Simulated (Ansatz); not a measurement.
Base system: HgTe in the zinc blende structure (space group F-43m, No. 216).

```xyz
2
Lattice="0.0000 3.2549 3.2549 3.2549 0.0000 3.2549 3.2549 3.2549 0.0000" Properties=species:S:1:pos:R:3 pbc="T T T"
Te     4.8823     4.8823     4.8823
Hg     0.0000     0.0000     0.0000
```

Computed with PBEsol, PAW, 420 eV (Ansatz, a quantum-chemistry and plane-wave program; no spin-orbit coupling).

For the base:

The lattice parameter a is 6.510 Å.

It is then changed as follows: every Te is replaced by Pb, then cell and atoms are relaxed.

Tabulated Pauling electronegativity and covalent radius: Te 2.10, 1.38 Å; Pb 2.33, 1.46 Å.

How does this affect the lattice parameter a?

The lattice parameter a increases by 0.147 Å to 6.657 Å.

Stability against distortions was not tested. As relaxed here, HgPb is a hypothetical phase, not in the database extracts checked. All final runs are without spin polarisation.
